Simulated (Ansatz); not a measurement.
# Response to strain in GaAs

Consider GaAs in the zinc blende structure (space group F-43m, No. 216; a = 5.659 Å).

Strains are applied to the cell and any free atomic positions relax.

All numbers come from PBEsol/PAW in Ansatz (an electronic-structure program), without spin-orbit coupling.

Candidates:
(a) isotropic strain −0.50 %
(b) isotropic strain −3.00 %
(c) isotropic strain +2.50 %
(d) isotropic strain +2.00 %

Notes on the quantities. energy relative to the base: free energy F.

Order them by energy relative to the base, highest first.

(b) isotropic strain −3.00 % (+44 meV/atom), (c) isotropic strain +2.50 % (+25 meV/atom), (d) isotropic strain +2.00 % (+16 meV/atom), (a) isotropic strain −0.50 % (+1.1 meV/atom)

The mesh was chosen for an insulator and is coarse for the gapless case. No phonon test of stability was made. All final runs are without spin polarisation.
